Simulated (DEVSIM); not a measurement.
Device: W/HfO2/SiO2/n-Si capacitor, at 300 K.

| layer (left to right) | material | thickness (nm) | Nd (cm⁻³) |
|---|---|---|---|
| 1 | HfO2 | 4.20 | - |
| 2 | SiO2 | 0.940 | - |
| 3 | Si | 10000 | 3.3e15 |

Metal gate on the left, work function 4.6 eV. Fixed charge at the semiconductor interface 3e11 cm⁻² (in units of +e); no interface traps.

Constants are typed, rounded textbook-type inputs, not results; the design itself was drawn at random and stands for no fabricated device. Values at 300 K.

```tsv
parameter	HfO2	SiO2	Si
gap (eV)	5.7	9	1.124
affinity (eV)	2.5	0.9	4.05
permittivity	22	3.9	11.7
Nc (cm⁻³)	-	-	2.86e19
Nv (cm⁻³)	-	-	3.1e19
```

Simulated with DEVSIM: 1D Poisson equation in equilibrium, Boltzmann statistics, complete ionisation; no quantum confinement or tunnelling. Metal contacts follow the ideal Schottky-Mott rule: no Fermi-level pinning, no interface dipoles.

The HfO2 thickness was swept, all else fixed.

| HfO2 thickness (μm) | capacitance of the dielectric stack (μF/cm²) |
|---|---|
| 0.0017 | 2.78 |
| 0.0023 | 2.56 |
| 0.0029 | 2.37 |
| 0.0036 | 2.19 |
| 0.0042 | 2.05 |
| 0.005 | 1.89 |

From the first row to the last the capacitance of the dielectric stack goes from 2.78 to 1.89.
